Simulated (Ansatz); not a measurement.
Where the default PAW files enter, the runs use the earlier of Ansatz's two default sets.

Input:

```
CELL_PARAMETERS angstrom
      4.91497     0.00000     0.00000
      0.00000     5.43130     0.00000
      2.45748     0.00000     4.25649
ATOMIC_POSITIONS crystal
  Si 0.46891 0.00000 0.53109
  Si 0.00000 0.66667 0.46891
  Si 0.53109 0.33333 0.00000
  O  0.58661 0.21511 0.26922
  O  0.14417 0.88178 0.58661
  O  0.26922 0.54844 0.14417
  O  0.73078 0.78489 0.41339
  O  0.41339 0.11822 0.85583
  O  0.85583 0.45156 0.73078
```

Space group of this cell: P3_121. The cell is taken as given.

Computed with r2SCAN (plane waves, PAW; Ansatz, a quantum-chemistry and plane-wave program).

The current runs along the normal of the first two printed vectors; no spin-orbit coupling. Scaled by the factor s: all lengths (ions clamped). Meshes 8×6×8 and 6×6 across the current in all rows.

| s | mean pressure (GPa) | band gap (eV) |
|---|---|---|
| 0.98 | 13.8 | 7.02 |
| 1.00 | 0.1 | 6.61 |
| 1.02 | -10.6 | ? |

### Question
Take the slope of the band gap against ln s from the two given rows, extrapolate to s = 1.02, and say what the run there gives.

### Answer
Slope = (7.02 − 6.61) / ln 0.98 = -20.3 eV. The line gives 6.61 + (-20.3) × ln 1.02 = 6.21 eV. The run gives 6.16 eV, 0.05 eV under the line, 12 % of the predicted step.
